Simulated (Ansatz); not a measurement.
Start from MgO in the wurtzite structure (space group P6_3mc, No. 186; a = 3.3027 Å, c = 5.0209 Å; a cell from a computed database, its experimental status unchecked). Axes: x lies along a and z along c of the hexagonal cell.

The values are results of PBEsol/PAW in Ansatz (a first-principles code), no SOC, not measurements.

It is then changed as follows: a pure shear with ε_yz = ε_zy = 0.0388; the atoms relax in the strained cell.

Task: Predict the stress tensor and what it implies for the stiffness.

Result: Stress of the strained cell less that of the base (GPa, compression positive):
```
   0.04    0.00    0.00
   0.00   -0.63   -4.72
   0.00   -4.72    0.65
```

Then −Δσ/γ with γ = 2ε = 0.0776 gives secant stiffness values (nonlinear terms included at this strain): C44 ≈ 61 GPa.

As a check, the harmonic strain energy −½ V₀ Δσ:ε is 14 meV/atom; the computed energy rise is 14 meV/atom.

Stability against distortions was not tested. This is not the structure that MgO has at room temperature and ambient pressure.
